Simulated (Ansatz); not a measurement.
These are PBE (plane waves to 420 eV, PAW; Ansatz, a program for electronic structure) values and carry that method's errors.

Electrostatic potential energy of an electron, averaged over planes parallel to the surface, in eV from the highest filled level, for a constructed model of the (000-1) surface of 4H silicon carbide, C-terminated, (√3x√3)R30° Al adatom at T4 (bottom of the slab: 3 H on 3 bottom sites):

(z (Å), V (eV)): (3.72, 5.76); (4.01, 5.76); (4.30, 5.76); (4.58, 5.76); (4.87, 5.76); (5.16, 5.76); (5.44, 5.76); (5.73, 5.76); (6.02, 5.75); (6.30, 5.74); (6.59, 5.70); (6.88, 5.62); (7.16, 5.40); (7.45, 4.89); (7.73, 3.29); (8.02, 1.79); (8.31, 2.38); (8.59, 0.80); (8.88, -3.98); (9.17, -9.76); (9.45, -13.28); (9.74, -15.09); (10.03, -13.76); (10.31, -8.12); (10.60, -1.77); (10.89, 1.07); (11.17, -0.38); (11.46, -5.35); (11.74, -10.75); (12.03, -13.83); (12.32, -15.30); (12.60, -13.10); (12.89, -6.96); (13.18, -0.92); (13.46, 1.00); (13.75, -1.02); (14.04, -6.41); (14.32, -11.63); (14.61, -14.57); (14.90, -15.29); (15.18, -12.05); (15.47, -5.92); (15.76, -0.65); (16.04, 0.66); (16.33, -1.76); (16.61, -6.06); (16.90, -10.38); (17.19, -13.08); (17.47, -14.69); (17.76, -12.70); (18.05, -6.47); (18.33, -1.07); (18.62, 1.00); (18.91, 1.58); (19.19, 1.56); (19.48, 1.55); (19.77, 2.17); (20.05, 2.99); (20.34, 3.42); (20.62, 3.64); (20.91, 3.76); (21.20, 3.82); (21.48, 3.85); (21.77, 3.86); (22.06, 3.87); (22.34, 3.87); (22.63, 3.87); (22.92, 3.87); (23.20, 3.87); (23.49, 3.87)

Slab: 28 atoms, 11.5 Å thick at the start with caps and adatoms (thin: gaps and levels are the slab's own); k 6x6x1, smearing 0.025 eV, dipole-corrected; 6 atoms held, the rest relaxed; start symmetry kept, larger cells not searched; no spin, no spin-orbit, no U. In PBE it lies 0.27 eV a 1x1 cell over the lowest computed structure of the same composition ((√3x√3)R30° Al adatom at H3).

**Question.** The surface cell has an area of 24.87 Å². What dipole along the normal does the step between the two vacuum levels imply?

**Answer.** the top vacuum level lies 1.89 eV below the bottom one; p = −ε₀ A ΔV (ε₀ = 0.005526 e/(V·Å)) gives 0.26 e·Å a cell.
